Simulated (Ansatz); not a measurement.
BaO with two functionals, pressure 22.5 GPa

Take BaO in the rock salt structure (space group Fm-3m, No. 225; a = 5.573 Å) as the base.

(Cell as relaxed with PBE.)

Levels (all Ansatz, a first-principles code, PAW): PBE (420 eV, no spin-orbit coupling); PBEsol (420 eV, no SOC).

Each level relaxes its own structure.

```json
[
 {"base": "volume per atom", "PBE": "21.64 Å³", "PBEsol": "20.68 Å³"},
 {"base": "lattice parameter a", "PBE": "5.573 Å", "PBEsol": "5.490 Å"},
 {"base": "band gap", "PBE": "2.10 eV", "PBEsol": "1.84 eV"}
]
```

It is then changed as follows: cell and atoms relaxed at a pressure of 22.5 GPa.

```csv
quantity,PBE,PBEsol
shift of the gap caused by the change,-0.88 eV,-0.93 eV
band gap,1.22 eV,0.90 eV
volume per atom,17.65 Å³,17.14 Å³
```

PBE's shift of the gap caused by the change lies 0.05 eV above PBEsol's; PBE's band gap lies 0.32 eV above PBEsol's; PBE's volume per atom lies 0.51 Å³ above PBEsol's (3.0 %). Neither level is exact; PBEsol is the comparison here, not a measurement.

Load acts through the strain it causes; cell and atoms are relaxed under it. Whether these cells are dynamically stable was not tested. Competing high-pressure phases were not computed.
